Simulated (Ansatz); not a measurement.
Input and output of a self-consistent single point for LaMg14Ga (Amm2, 16 atoms in the cell) (Ansatz, a first-principles code).

Method: PBEsol, default PAW files made with PBE (plane waves; Ansatz).

```
CELL_PARAMETERS angstrom
     10.35347     0.00000     0.00000
      0.00000     3.18336     5.76230
      0.00000    -3.18336     5.76230
ATOMIC_POSITIONS crystal
  La 0.50000 0.17788 0.17788
  Mg 0.00000 0.16688 0.16688
  Mg 0.00000 0.67023 0.67023
  Mg 0.50000 0.18731 0.67239
  Mg 0.50000 0.67239 0.18731
  Mg 0.00000 0.16084 0.67250
  Mg 0.00000 0.67250 0.16084
  Mg 0.24215 0.33387 0.82683
  Mg 0.75785 0.82683 0.33387
  Mg 0.75785 0.33387 0.82683
  Mg 0.24215 0.82683 0.33387
  Mg 0.23702 0.33595 0.33595
  Mg 0.76298 0.33595 0.33595
  Mg 0.26889 0.82542 0.82542
  Mg 0.73111 0.82542 0.82542
  Ga 0.50000 0.64783 0.64783
```

Reference input (self-consistent single point, DFT, PBEsol, plane waves, default PAW files made with PBE): kpoints.mp_grid.grid = 2 3 3; hamiltonian.xc = pbesol; hamiltonian.pseudopotentials = {kind: paw} (the program's default PAW files); scf.occupations.method = fermi_dirac; scf.occupations.width = 0.1 eV. This run's input differs from it in these lines:

Ansatz 0.2 input:
```diff
@@ -24,3 +24,3 @@
 kpoints:
-  mp_grid: { grid: [2, 3, 3] }
+  mp_grid: { grid: [4, 7, 7] }
 hamiltonian:
```

Output (repeated stretches shortened):

```
SCF iter   1: F=—  HF=-36673.718624 eV  |F-HF|=—  |Δ(HF+E_count)|=         —  Δρ=2.43e-3  dr2=9.69e-2  ethr=1.77e-3  ⟨swp⟩=6.3  Hψ=16694  notcnv=0
all-band conjugate gradients solve this SCF's bands
preconditioner: auto → Kerker (q_TF=auto, 2.372 Å⁻¹)
SCF iter   2: F=—  HF=-36673.707014 eV  |F-HF|=—  |Δ(HF+E_count)|=   1.16e-2  Δρ=1.14e-3  dr2=3.10e-2  ethr=5.91e-5  ⟨swp⟩=2.0  Hψ=7488  notcnv=0
SCF iter   3: F=—  HF=-36673.703570 eV  |F-HF|=—  |Δ(HF+E_count)|=   3.44e-3  Δρ=3.30e-4  dr2=2.89e-3  ethr=1.89e-5  ⟨swp⟩=2.0  Hψ=5005  notcnv=0
SCF iter   4: F=—  HF=-36673.703230 eV  |F-HF|=—  |Δ(HF+E_count)|=   3.40e-4  Δρ=1.59e-4  dr2=9.66e-5  ethr=1.76e-6  ⟨swp⟩=2.0  Hψ=5846  notcnv=0
SCF iter   5: F=—  HF=-36673.703135 eV  |F-HF|=—  |Δ(HF+E_count)|=   9.58e-5  Δρ=5.53e-5  dr2=2.58e-5  ethr=5.89e-8  ⟨swp⟩=2.0  Hψ=6141  notcnv=0
SCF iter   6: F=—  HF=-36673.703129 eV  |F-HF|=—  |Δ(HF+E_count)|=   6.15e-6  Δρ=1.39e-5  dr2=2.35e-6  ethr=1.57e-8  ⟨swp⟩=2.0  Hψ=5867  notcnv=0
SCF iter   7: F=-36673.703128 eV  HF=-36673.703128 eV  |F-HF|=4.44e-8  |Δ(HF+E_count)|=   5.03e-7  Δρ=3.73e-6  dr2=9.01e-8  ethr=6.10e-11  ⟨swp⟩=6.1  Hψ=21046  notcnv=0
SCF 1 converged in 7 iterations: F = -36673.703128 eV  dr2 = 9.01e-8
Free energy (F): -36673.703128 eV
Internal energy: -36673.465593 eV  (E = F + TS)
E sigma→0 (E₀):  -36673.584361 eV
Entropy (-TS):   -0.237535 eV (-14.846 meV/atom)
Fermi energy:    6.175415 eV
--- Forces (eV/Å), atoms counted from 1 ---
  atom   1  La    -0.00000000     0.00000000    -0.01383191
  atom   2  Mg    -0.00000000     0.00000000     0.00541639
  atom   3  Mg    -0.00000000     0.00000000     0.02020497
  atom   4  Mg     0.00000000    -0.00916543     0.01972431
  atom   5  Mg    -0.00000000     0.00916543     0.01972431
  atom   6  Mg    -0.00000000    -0.02310886     0.00347486
  atom   7  Mg    -0.00000000     0.02310886     0.00347486
  atom   8  Mg     0.08062930    -0.06577481     0.01337225
   [... lines left out ...]
  atom  16  Ga    -0.00000000    -0.00000000     0.10166204
--- Stress (GPa, compression-positive) ---
       -0.736483       0.000000       0.000000
        0.000000      -0.893927      -0.000000
        0.000000      -0.000000      -0.772639
  P = ⅓ Tr σ = -0.8010 GPa (-8.010 kbar)
  The stress holds the Pulay correction. Without it, at fixed plane waves, as pw.x and ABINIT print it: P = -0.8051 GPa
```

The run converged in 7 iterations. Against the reference run the free energy drops by 25.5 meV/atom, the pressure goes from -0.67 to -0.80 GPa and the largest force moves little (0.106 to 0.105 eV/Å).

The starting cell comes from a database of computed structures (which also holds hypothetical and non-ambient phases and stackings), without a prior relaxation at this level. Ansatz's pressure includes its estimate of the finite-basis (Pulay) stress.

Cost on one core of a shared machine: roughly 80 s.
